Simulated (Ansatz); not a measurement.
We consider NaF (model structure, started from the NiAs type, P6₃/mmc, No. 194, 4 atoms in the cell), described by LDA (Ansatz, a quantum-chemistry and plane-wave program, PAW).

Numerical settings: plane-wave cutoff 520 eV, 12×12×6 k mesh (along the axes of the cell as run), Fermi–Dirac smearing 0.01 eV, scalar-relativistic PAW data made under PBE.

Cell (relaxed with PBEsol):

Space group P6₃/mmc (No. 194); a = b = 3.202 Å, c = 5.614 Å, α = β = 90.00°, γ = 120.00°

```tsv
atom	site	symmetry	x	y	z
Na	2a	-3m.	0.0000	0.0000	0.0000
F	2c	-6m2	0.3333	0.6667	0.2500
```

Problem. Give the computed band gap.

Solution. 
* **band gap**: 5.89 eV (direct)

Note: the relaxation could raise the start's symmetry but not lower it, so the cell can be a saddle point; cell and atoms aren't relaxed at this level (pressure -4.1 GPa).

The computed numbers hold no vibrational or temperature effects.

Computing time: about 7 core-seconds (a rough figure).

A model structure was made by putting elements into a prototype or built by hand; it is no filed structure, need not be a known phase, and can be a saddle point held by its symmetry.
